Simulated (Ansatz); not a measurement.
The starting structures come from a database of crystals and need not be the phases stable at ambient conditions.

By PBEsol, the system below comes out a metal.

Input:

```yaml
crystal:
  lattice:
    - [6.55281, 0.00000, 0.00000]
    - [0.00000, 8.28577, 0.00000]
    - [0.00000, 4.14288, 2.39190]
  atoms:
    - { symbol: Ta, position: [0.66667, 0.00000, 0.50000] }
    - { symbol: Ta, position: [0.00000, 0.50000, 0.50000] }
    - { symbol: Ta, position: [0.33333, 0.50000, 0.00000] }
    - { symbol: Si, position: [0.00000, 0.15839, 0.52483] }
    - { symbol: Si, position: [0.33333, 0.84161, 0.00000] }
    - { symbol: Si, position: [0.66667, 0.68322, 0.47517] }
    - { symbol: Si, position: [0.00000, 0.84161, 0.47517] }
    - { symbol: Si, position: [0.33333, 0.15839, 0.00000] }
    - { symbol: Si, position: [0.66667, 0.31678, 0.52483] }
```

Space group of this cell: P6_422. The cell is taken as given; by PBEsol its mean pressure is -1.6 GPa.

The current flows along the normal of the first two printed cell vectors, the (110) plane of the conventional cell. No spin-orbit coupling; the value is a mean over 0.1 eV about the Fermi level.

### Question
Estimate the ballistic conductance per area that PBEsol (Ansatz, a quantum-chemistry and plane-wave program) returns for this system.

### Answer
0.38 × 10¹⁵ S/m² for both spins.
